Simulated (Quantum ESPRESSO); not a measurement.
## Quick settings and what they miss: MnFeGe (P6_3/mmc, 6 atoms in the cell)

Self-consistent single point.

```yaml
crystal:
  lattice:
    - [4.01344, 0.00000, 0.00000]
    - [-2.00672, 3.47574, 0.00000]
    - [0.00000, 0.00000, 4.93940]
  atoms:
    - { symbol: Mn, position: [0.00000, 0.00000, 0.00000], spin: 4.0 }
    - { symbol: Mn, position: [0.00000, 0.00000, 0.50000], spin: 4.0 }
    - { symbol: Fe, position: [0.33333, 0.66667, 0.75000], spin: 4.0 }
    - { symbol: Fe, position: [0.66667, 0.33333, 0.25000], spin: 4.0 }
    - { symbol: Ge, position: [0.33333, 0.66667, 0.25000] }
    - { symbol: Ge, position: [0.66667, 0.33333, 0.75000] }
```
(The spins are starting values, not results.)

Computed with PBEsol, GBRV 1.5 ultrasoft (PBESOL) pseudopotentials (plane waves; Quantum ESPRESSO).

Base settings: ecutwfc = 50 Ry; ecutrho = 400 Ry; occupations = smearing; smearing = cold; degauss = 0.0147 Ry; nspin = 2; K_POINTS = automatic 6 6 4 0 0 0; conv_thr = 1e-10 Ry; mixing_beta = 0.4.

Tight run (finer mesh or higher cutoff; not a proven limit): ecutwfc: 50 Ry → 70 Ry; ecutrho: 400 Ry → 560 Ry; conv_thr: 1e-10 Ry → 7.3e-11 Ry; K_POINTS: automatic 6 6 4 0 0 0 → automatic 9 9 6 0 0 0. It gave Fermi level (on the code's own zero) 18.76 eV; pressure 3.48 GPa; size of the cell's spin moment 5.48 μB; site moments (μB, in the program's spheres or projections) Mn 2.19, Mn 2.19, Fe 0.52, Fe 0.52, Ge -0.04, Ge -0.04.

Quick runs, as changes from the base:
- A: the base itself
- B: ecutwfc: 50 Ry → 25 Ry; ecutrho: 400 Ry → 200 Ry; smearing: cold → gauss; degauss: 0.0147 Ry → 0.0099958 Ry; K_POINTS: automatic 6 6 4 0 0 0 → automatic 4 4 4 0 0 0
- C: K_POINTS: automatic 6 6 4 0 0 0 → automatic 4 4 4 1 1 1
- D: ecutwfc: 50 Ry → 40 Ry; ecutrho: 400 Ry → 320 Ry; pseudopotentials: {Mn: mn_pbesol_v1.5.uspp.F.UPF, Fe: fe_pbesol_v1.5.uspp.F.UPF, Ge: ge_pbesol_v1.4.uspp.F.UPF} → {Mn: mn_lda_v1.5.uspp.F.UPF, Fe: fe_lda_v1.5.uspp.F.UPF, Ge: ge_lda_v1.4.uspp.F.UPF}; K_POINTS: automatic 6 6 4 0 0 0 → automatic 2 2 2 1 1 1 [LDA (PZ)]

Energies are extrapolated to zero smearing width, which holds to low order in the width alone (under cold and Methfessel-Paxton smearing the free energy itself is taken).

Dashes: energy of D, another energy zero.

† marks runs with another functional, U, potentials or spin treatment: their distance from the tight run is not a convergence error alone.

The count of work is k-points × plane waves × bands × iterations; it is no time. Core times come from one kind of shared machine and are given to one figure; runs under 30 s give none.

The starting cell comes from a database of computed structures (which also holds hypothetical and non-ambient phases and stackings), without a prior relaxation at this level. Its lattice was rescaled by a random factor within 2.5 % of one. The magnetic order is the one reached from the typed start; others were not searched systematically. In the base run, with a pressure of about 4 GPa the cell is away from its equilibrium volume at this level.

```
run  energy less tight (meV/atom)  pressure less tight (GPa)  size of the net moment less tight (μB/atom)  count of work / tight  core time / tight (rough)
---  ----------------------------  -------------------------  -------------------------------------------  ---------------------  -------------------------
A                             2.6                       0.15                                         0.01                   0.28                        0.3
B                          2192.6                    -195.80                                         0.12                  0.049                       0.05
C                             3.9                      -0.38                                        -0.04                   0.21                        0.2
D†                              –                      -7.63                                        -0.13                  0.017                       0.05
```

Among the runs at the tight run's level, the energy misses run from 2.6 to 2192.6 meV/atom.

Left out of this page: 2 runs of the series outside the window shown, repeating another row's setting, or not comparable.
